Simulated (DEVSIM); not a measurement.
Structure: abrupt GaAs p-n junction, at 300 K.

| layer (left to right) | material | thickness (μm) | Nd (cm⁻³) | Na (cm⁻³) | τn (s) | τp (s) |
|---|---|---|---|---|---|---|
| 1 | GaAs | 41.0 | - | 8.3e16 | 6.8e-9 | 6.8e-9 |
| 2 | GaAs | 47.0 | 1.6e15 | - | 6.8e-9 | 6.8e-9 |

Left contact: ohmic. Right contact: ohmic. Voltage is applied to the left contact. Recombination: SRH at mid-gap, radiative, Auger. Mobility is μmin + (μ − μmin)/(1 + (N/Nref)^α).

The device is made up for the run: typed textbook-type constants, with dimensions and the other settings drawn at random. Values at 300 K.

| parameter | GaAs |
|---|---|
| gap (eV) | 1.424 |
| affinity (eV) | 4.07 |
| permittivity | 12.9 |
| Nc (cm⁻³) | 4.7e17 |
| Nv (cm⁻³) | 9e18 |
| μn (cm²/Vs) | 8500 |
| μp (cm²/Vs) | 400 |
| μn,min | 500 |
| μp,min | 20 |
| Nref,n | 6e16 |
| Nref,p | 1.5e17 |
| αn | 0.39 |
| αp | 0.38 |
| B (cm³/s) | 2e-10 |
| Cn (cm⁶/s) | 1e-30 |
| Cp (cm⁶/s) | 1e-30 |

Model (solved in DEVSIM): 1D drift-diffusion, Boltzmann statistics, complete ionisation; no tunnelling, impact ionisation, image-force lowering or self-heating.

The doping Na of layer 1 was swept, all else fixed.

```csv
doping Na of layer 1 (cm^-3),potential step across the device at zero bias (V),dark forward voltage at 1 A/cm² (V),largest field in the device at zero bias (V/cm)
2.5e15,1.065,0.987,17000
8.3e15,1.096,0.992,20000
2.5e16,1.125,0.996,21000
8.3e16,1.156,0.998,24000
2.5e17,1.184,0.998,32000
8.3e17,1.215,0.998,51000
2.5e18,1.244,0.998,84000
```

From the first row to the last the potential step across the device at zero bias goes from 1.065 to 1.244. From the first row to the last the dark forward voltage at 1 A/cm² goes from 0.987 to 0.998.
